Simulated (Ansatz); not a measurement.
## NaI, pressure series

Start from NaI in the rock salt structure (space group Fm-3m, No. 225; a = 6.402 Å).

Cell and atoms are relaxed at each pressure.

Computed with plane-wave PAW DFT at the PBEsol level (Ansatz, a quantum-chemistry and plane-wave program, 420 eV), no spin-orbit coupling.

Two rows of this table had their results exchanged by mistake.

```
pressure          volume per atom (Å³)  shortest distance (Å)  band gap
----------------  --------------------  ---------------------  --------
pressure −2 GPa                  39.25                  3.399   3.19 eV
pressure −1 GPa                  35.16                  3.276   3.42 eV
pressure 0.3 GPa                 32.26                  3.183   3.64 eV
pressure 0.7 GPa                 31.60                  3.161   3.70 eV
pressure 1.5 GPa                 30.48                  3.124   3.81 eV
pressure 3 GPa                   28.84                  3.067   3.99 eV
pressure 5 GPa                   24.51                  2.905   4.58 eV
pressure 7.5 GPa                 25.69                  2.950   4.43 eV
pressure 10 GPa                  27.20                  3.008   4.20 eV
```

### Question
Which two?

### Answer
The rows for pressure 5 GPa and pressure 10 GPa: the volume has to fall steadily with pressure, so 27.20 Å³ belongs to pressure 5 GPa and 24.51 Å³ to pressure 10 GPa.

With I present, leaving out spin-orbit coupling can change the band edges. Load acts through the strain it causes; cell and atoms are relaxed under it. Stability against distortions was not tested. Competing high-pressure phases were not computed.
